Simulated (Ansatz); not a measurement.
Br on the 1x1 (110) surface of bcc Mo, one in a 1x1 cell, energies for each (7.1 Å²). Energies are against ½ Br2(g), without zero-point or thermal terms; each row is named by its start.

Level of theory: PBE (plane waves to 420 eV, PAW; Ansatz, a program for electronic structure).

Problem. Which site binds most strongly?
(A) top Mo
(B) hollow Mo-Mo-Mo
(C) bridge Mo-Mo (span 3.2 Å)
(D) bridge Mo-Mo (span 2.7 Å)

Solution. A, top Mo. Adsorption energies: top Mo -0.34 eV; bridge Mo-Mo (span 2.7 Å) -0.25 eV; hollow Mo-Mo-Mo -0.21 eV; bridge Mo-Mo (span 3.2 Å) 0.11 eV.
